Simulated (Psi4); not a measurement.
Psi4 1.11, PBE/def2-tzvp: CC#[NH+], charge +1, multiplicity 1, 7 atoms. The geometry is a generated start, not checked to be a minimum at this level.

```yaml
task: energy
method: pbe
basis: def2-tzvp
memory: 3 GB
maxiter: 100
keys_of_the_molecule_block: symmetry c1
scf_type: df (default)
guess: auto, which took SAD (default)
scf_initial_accelerator: adiis (default)
e_convergence: 1e-06 (default)
d_convergence: 1e-06 (default)
dft_radial_points: 75 (default)
dft_spherical_points: 302 (default)
basis_functions: 117
grid_points: 151932
```

```xyz
7

C     -0.8811     0.0389    -0.1915
C      0.4718    -0.0166     0.1004
N      1.5927    -0.0673     0.3434
H     -1.1644    -0.8027    -0.8340
H     -1.1163     0.9740    -0.7111
H     -1.4723    -0.0102     0.7303
H      2.5695    -0.1160     0.5625
```

Charge 1 and multiplicity 1 are set for this test and not shown to be the ground state.

One run each on 2 threads. Values of diis_max_vecs tried: 3, 6, 10 (default), 20.

Problem. Which value of diis_max_vecs needs the fewest SCF iterations, and what happens away from it?

Solution. Fewest SCF iterations, within one of each other: 6 with 9, 10 (default) with 9, 20 with 9. The count rises to 16 at 3. All converge to one solution.

```tsv
diis_max_vecs	SCF iterations	end
3	16	same solution
6	9	same solution
10 (default)	9	same solution
20	9	same solution
```
